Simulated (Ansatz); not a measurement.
Start from HfS₂ in the CdI2 type structure (space group P-3m1, No. 164; layered, stacked along the Cartesian z axis).

```
HfS2
1.0
    3.60567     0.00000     0.00000
   -1.80284     3.12261     0.00000
    0.00000     0.00000     5.76804
Hf S
1 2
Direct
  0.00000   0.00000   0.00000
  0.33333   0.66667   0.25250
  0.66667   0.33333   0.74750
```

Cartesian axes are those of the cell as printed.

Computed with PBE-D3(BJ) (Ansatz, a first-principles code), no SOC.

For the base:

```
Item                             Value
-----------------------------  -------
Band gap                       0.85 eV
Width of the top valence band  2.10 eV
```

The change: biaxial strain −0.18 %, plane normal [001], relaxed out of plane (Cartesian); in-plane vectors clamped, the third vector and the atoms free.

Q: How does this affect the band gap?

A: The band gap shrinks by 0.01 eV, from 0.85 eV to 0.84 eV.

Q: What happens to the width of the top valence band?

A: The width of the top valence band is still 2.10 eV.

Q: Estimate the effect on the in-plane stress.

A: The mean in-plane stress (compression positive) comes out as +0.3 GPa.

With Hf present, leaving out spin-orbit coupling can change the band edges. Whether these cells are dynamically stable was not tested.
